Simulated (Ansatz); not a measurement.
Rock-salt LaTe was calculated with rVV10 (Ansatz, a quantum-chemistry and plane-wave program, PAW).

Numerical settings: plane-wave cutoff 520 eV, 16×16×16 k mesh, Fermi–Dirac smearing 0.05 eV, scalar-relativistic PAW data made under PBE.

Energies at three volumes about the minimum:

| V (Å³/atom) | E − E_lowest (meV/atom) |
|---|---|
| 34.154 | 2.48 |
| 34.851 | 0.00 |
| 35.548 | 2.31 |

**Question.** Fit a parabola by hand: where is the minimum, what lattice constant follows, and what is the bulk modulus?

**Answer.** Slopes: (0.00 − 2.48)/(34.851 − 34.154) = -3.558 and (2.31 − 0.00)/(35.548 − 34.851) = 3.314 meV/Å³. Curvature E″ = 2 × (3.314 − (-3.558))/(35.548 − 34.154) = 9.859 meV/Å⁶. From the middle of the first interval, the slope vanishes at V0 = 34.5025 − (-3.558)/9.859 = 34.863 Å³/atom. B = V0 E″ = 34.863 × 9.859 meV/Å³ × 0.1602 GPa per meV/Å³ = 55.1 GPa. With 8 atoms in the cube, a = (8 × 34.863)^(1/3) = 6.534 Å. The full Birch–Murnaghan fit to all volumes gives V0 = 34.851 Å³/atom and B0 = 54.9 GPa.
